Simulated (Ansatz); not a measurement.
Given:

```yaml
crystal:
  lattice:
    - [3.98530, 0.02670, 0.00000]
    - [0.02670, 3.98530, 0.00000]
    - [0.00000, 0.00000, 3.98530]
  atoms:
    - { symbol: K, position: [0.00000, 0.00000, 0.00000] }
    - { symbol: Ta, position: [0.50000, 0.50000, 0.50000] }
    - { symbol: O, position: [0.50000, 0.00000, 0.50000] }
    - { symbol: O, position: [0.00000, 0.50000, 0.50000] }
    - { symbol: O, position: [0.50000, 0.50000, 0.00000] }
```

No spin polarisation.

Level of theory: PBEsol (Ansatz, a program for electronic structure; PAW; 420 eV plane waves; no SOC). Γ-centred 8×8×8 mesh, Fermi–Dirac width 0.05 eV.

Q: Predict the stress and space group.

A: 
- Stress (xx, yy, zz, yz, xz, xy; compression positive): (0.01, 0.01, 0.00, 0.00, 0.00, -1.34) GPa
- Space group: Cmmm (No. 65)

The cells carry an imposed strain or load. Whether these cells are dynamically stable was not tested. The cell was made from KTaO3 in the cubic perovskite structure (space group Pm-3m, No. 221) by this change: tensor shear ε_xy = +0.67 %.
